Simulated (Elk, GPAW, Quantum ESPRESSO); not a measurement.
Code comparison for GdN (Fm-3m, 2 atoms in the cell)

Self-consistent single point, at a second geometry (lattice scaled by 0.98). First geometry:

```xyz
2
Lattice="0.0000 2.4340 2.4340 2.4340 0.0000 2.4340 2.4340 2.4340 0.0000" Properties=species:S:1:pos:R:3 pbc="T T T"
Gd     0.0000     0.0000     0.0000
N      2.4340     2.4340     2.4340
```
Moments meant for the start (each program seeds them in its own way; μB, in the order of the atoms Gd N): 7.0 0.0.

Shared settings, as Quantum ESPRESSO writes them: occupations = smearing; smearing = fd; degauss = 0.000734986 Ry; nspin = 2; K_POINTS = automatic 6 6 6 0 0 0. Potentials and cutoffs stand in the table.

```json
[
 {"code": "GPAW", "model": "PBE, GPAW PAW datasets PBE (gpaw-data 1.0.1)", "ΔF from the first geometry (meV/atom)": "97.3", "size of the net moment (μB/atom)": "3.49", "cutoff": "950 eV"},
 {"code": "Elk", "model": "PBE, all-electron FP-LAPW, Elk's shipped species files, APW+lo basis with extra local orbitals", "ΔF from the first geometry (meV/atom)": "90.8", "size of the net moment (μB/atom)": "3.50", "cutoff": "rgkmax 8"},
 {"code": "Quantum ESPRESSO", "model": "PBE, SSSP 1.1.2 efficiency (PBE) pseudopotentials", "ΔF from the first geometry (meV/atom)": "99.8", "size of the net moment (μB/atom)": "3.48", "cutoff": "50 Ry"}
]
```

On GPAW's run: spin-orbit coupling is off. With one magnetic atom in the cell only a parallel order is possible. With U or open f shells several self-consistent states can exist. The f electrons are in the valence without U or exact exchange, which can misplace them near the Fermi level. Spin-orbit terms, which matter for f shells, are left out.

The spread over the programs that give each value: ΔF from the first geometry within 9.0 meV/atom; size of the net moment within 0.02 μB/atom.

Elk treats all electrons, but the usual bases taken here (sphere radii, linearisation, local orbitals, empty states) were not tested for convergence, so the values are no reference for the others. 

The starting cell has typed, rounded lattice constants, without a prior relaxation at this level. Its lattice was rescaled by a random factor within 2.5 % of one. For this run, on top of that: lattice scaled by 0.98.

Left out of this page: Ansatz (with a known weakness of the program); FLEUR (failed or unconverged).
